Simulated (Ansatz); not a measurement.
Mg: stress against strain

Mg (hcp, P6_3/mmc, 22.538 Å³/atom at rest, c along z) under a strain ε along c (axis z), the other axes held. PBEsol in Ansatz, a plane-wave DFT program (PAW, default set), 420 eV, 21×21×11 Γ-centred mesh, Fermi-Dirac smearing 0.10 eV; ions are relaxed within the symmetry of each cell. Stress is positive for a compressed cell.

Here s stands for strain and y for stress zz.

```csv
strain (%),stress zz (GPa)
-1.50,1.09
-1.00,0.72
-0.50,0.35
0.00,0.00
0.50,-0.34
1.00,-0.68
1.50,-1.01
3.00,?
```

### Question
Using a straight line, estimate the missing y at s = 3.00 from the other rows, showing the fit.

### Answer
Means: s 0, y 0.019. About the means, the sum of products is -4.8950 and the sum of squares of s is 7.0000; the slope is their ratio. Least squares gives y = 0.019 - 0.6993·s. Residuals (row less fit): 0.022, 0.002, -0.019, -0.019, -0.009, 0.000, 0.020; standard error 0.018 (degrees of freedom: 5). The slope gives the elastic constant C33 = 70 ± 0.7 GPa. At the withheld row, y = 0.019 - 0.6993 × 3.0 = -2.079 GPa. The calculation gives -1.92 GPa, 0.159 GPa above the prediction (5.3 % of the range of y in the table). The row lies outside the fitted rows, so this is an extrapolation. From the scatter of the fitted rows alone, a prediction at this place has a standard error of 0.029 GPa, so the miss is 5.5 times that.

One order more, fitted to all 13 runs of the series, follows each within 0.01, so the miss is the next term of a smooth law. In a metal these values are sensitive to mesh and smearing; energies are taken to zero smearing, stresses follow the free energy. Rows are the converged runs of the series near zero and its far end; series whose fitted rows scatter by over a few per cent of the range, as at a crossing or softening among them, aren't shown in this form. Most that stay on the fit to the last digits aren't either.
